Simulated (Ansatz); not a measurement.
Band structure of Fe (Im-3m, 1 atom in the cell).

```yaml
crystal:
  lattice:
    - [-1.41320, 1.41320, 1.41320]
    - [1.41320, -1.41320, 1.41320]
    - [1.41320, 1.41320, -1.41320]
  atoms:
    - { symbol: Fe, position: [0.00000, 0.00000, 0.00000], spin: 4.0 }
```
(The spins are starting values, not results.)

Computed with PBE (plane waves, PAW; Ansatz, an electronic-structure program).

Settings: basis.ecutwfc = 420 eV; kpoints.mp_grid.grid = 16 16 16; hamiltonian.xc = pbe; hamiltonian.pseudopotentials = {kind: paw} (the program's default PAW files); magnetization.spin_polarized = true; scf.occupations.method = fermi_dirac; scf.occupations.width = 0.1 eV; kpoints.band_path.npoints = 8.

The starting cell comes from a database of computed structures (which also holds hypothetical and non-ambient phases and stackings), without a prior relaxation at this level. Its lattice was rescaled by a random factor within 2.5 % of one. With one magnetic atom in the cell only a parallel order is possible.

Levels in eV from the Fermi level, bands 6 to 13 of the first spin channel:
```
point      6      7      8      9     10     11     12     13
-----  -----  -----  -----  -----  -----  -----  -----  -----
Γ      -2.33  -2.33  -2.33  -1.10  -1.10  24.39  24.39  24.39
H      -4.93   0.15   0.15   0.15   9.84   9.84   9.84  15.62
N      -3.43  -1.03  -0.90   0.41   0.42   7.36  18.06  20.10
P      -3.28  -3.28  -0.87  -0.87   8.63   8.63   8.63  10.73
```

Bands cross the Fermi level along this path, so the cell is metallic at this level.

The net moment of the cell came out as 2.15 μB.

Keys are those of Ansatz 0.2.
